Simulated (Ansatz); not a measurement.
# Ag: biaxial strain +0.83 %, plane normal [111], relaxed out of plane

Base system: Ag in the fcc (Cu type) structure (space group Fm-3m, No. 225; a = 4.0009 Å; relaxed with 0.1 eV smearing). Axes: x, y, z lie along the cube axes.

Perturbation: tensile biaxial strain of 0.83 % in the plane normal to [111], as in epitaxy on a mismatched substrate; the out-of-plane cell vector and the atoms relax.

Computed with LDA/PAW in Ansatz (a program for electronic structure), without spin-orbit coupling. Γ-centred 28×28×28 mesh, Fermi–Dirac width 0.1 eV.

The volume per atom grows by 0.15 Å³ (16.01 Å³ → 16.16 Å³) and the space group becomes R-3m (No. 166) (base: Fm-3m (No. 225)). The shortest interatomic distance drops by 0.006 Å (2.829 Å → 2.823 Å) and the energy goes up by 1.5 meV/atom. The pressure (mean of the normal stresses, compression positive) goes from zero to -1.2 GPa and the band gap is still zero. The out-of-plane strain is -0.73 % and the ratio −ε⊥/ε∥ comes out as 0.88. The mean in-plane stress (compression positive) amounts to -1.8 GPa.

Final structure (turned so that z lies along the plane normal):

```xyz
1
Lattice="2.8525 0.0000 0.0000 1.4263 2.4704 0.0000 1.4263 -0.8235 2.2930" Properties=species:S:1:pos:R:3 pbc="T T T"
Ag     0.0000     0.0000     0.0000
```

Cost of the whole job for the changed cell (relaxation, final SCF and bands): roughly 90 core-seconds.

Whether these cells are dynamically stable was not tested.
